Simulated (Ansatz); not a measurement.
# CaF2, pressure series

The parent structure is CaF2 in the fluorite structure (space group Fm-3m, No. 225; a = 5.420 Å).

Cell and atoms are relaxed at each pressure.

The values are results of DFT with PBEsol, PAW potentials and a 420 eV plane-wave cutoff in Ansatz (an electronic-structure program), no spin-orbit coupling, earlier PAW set, not measurements.

```csv
P (GPa),V (Å³/atom)
-2.00,13.598
-1.00,13.428
2.99,12.850
7.00,12.383
15.00,11.661
30.00,10.719
50.00,9.877
75.00,9.146
99.99,8.608
```

Fit a third-order Birch–Murnaghan equation of state.

Least squares on P(V) = (3B₀/2)[(V₀/V)^(7/3) − (V₀/V)^(5/3)]·[1 + (3/4)(B₀′ − 4)((V₀/V)^(2/3) − 1)] gives V₀ = 13.27 Å³/atom, B₀ = 87 GPa and B₀′ = 4.4.

Load acts through the strain it causes; cell and atoms are relaxed under it. Whether these cells are dynamically stable was not tested. No other phases were tried under pressure.
